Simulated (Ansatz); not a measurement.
GaAs (model structure, started from the BeO type, P4₂/mnm, No. 136, 8 atoms in the cell) was calculated with PBEsol (plane waves, PAW; Ansatz, a quantum-chemistry and plane-wave program).

Run with plane-wave cutoff 520 eV, 6×6×10 k mesh (along the axes of the cell as run), Fermi–Dirac smearing 0.01 eV, scalar-relativistic PAW data made under PBE.

Cell (relaxed at this level):

GaAs has the tetragonal space group P4₂/mnm (No. 136), Pearson symbol tP8. Lattice parameters: a = b = 6.918 Å, c = 4.002 Å, α = β = γ = 90.00°. Ga on 4g has 4 As at 2.436–2.478 Å. As on 4f is coordinated by 4 Ga at 2.436–2.478 Å. (Neighbours: up to the widest gap in distance over summed covalent radii, below 1.35, at either atom; cation-cation and far metal-metal contacts left out.)

### Question
Estimate the band gap that the calculation returns.

### Answer

- band gap = 0.48 eV (direct)

Note: the relaxation could raise the start's symmetry but not lower it, so the cell can be a saddle point.

Spin–orbit coupling is not included.

Static lattice: no zero-point or thermal effects.

Cost on a shared machine: roughly 70 core-seconds.

A model structure was made by putting elements into a prototype or built by hand; it is no filed structure, need not be a known phase, and can be a saddle point held by its symmetry.
